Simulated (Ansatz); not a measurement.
SrTiO3, alloy series

The parent structure is SrTiO₃ in the cubic perovskite structure (space group Pm-3m, No. 221).

```xyz
5
Lattice="3.8911 0.0000 0.0000 0.0000 3.8911 0.0000 0.0000 0.0000 3.8911" Properties=species:S:1:pos:R:3 pbc="T T T"
Sr     0.0000     0.0000     0.0000
Ti     1.9455     1.9455     1.9455
O      0.0000     1.9455     1.9455
O      1.9455     1.9455     0.0000
O      1.9455     0.0000     1.9455
```

The other end (x = 1) is BaTiO$_{3}$ in the cubic perovskite structure (space group Pm-3m, No. 221): 12.51 Å³/atom, gap 1.82 eV; this end may not be an ambient phase.

Ba replaces a fraction x of Sr; each row is one arrangement (x, atoms in the cell, starting space group or random), fully relaxed.

Calculations: PBEsol (Ansatz, an electronic-structure program; PAW; 420 eV plane waves; no SOC).

Notes on the quantities. gap character: in this cell's own zone, which can be folded; deviation of the volume from the linear: Vegard-type) interpolation.

| change | gap character | mixing energy | shortest interatomic distance | deviation of the volume from the linear | density |
|---|---|---|---|---|---|
| base | – | – | 1.946 Å | – | 5.17 g/cm³ |
| x(Ba) = 0.5, 10 atoms, Fm-3m | direct at Γ | +6 meV/atom | 1.966 Å | +0.1 % | 5.69 g/cm³ |
| x(Ba) = 0.5, 10 atoms, P4/mmm (arrangement B) | indirect, M → Γ | 0 meV/atom | 1.929 Å | 0.0 % | 5.70 g/cm³ |
| x(Ba) = 0.5, 10 atoms, P4/mmm (arrangement A) | indirect, Z → Γ | +3 meV/atom | 1.964 Å | 0.0 % | 5.69 g/cm³ |

These are small ordered cells, not random alloys; other orderings at the same x differ. Whether these cells are dynamically stable was not tested. The final runs are not spin-polarised. Many cubic perovskites are stable only at high temperature; tilts and polar distortions were not tested. This is not the structure that BaTiO3 has at room temperature and ambient pressure. k-point labels follow each cell's own Brillouin zone.
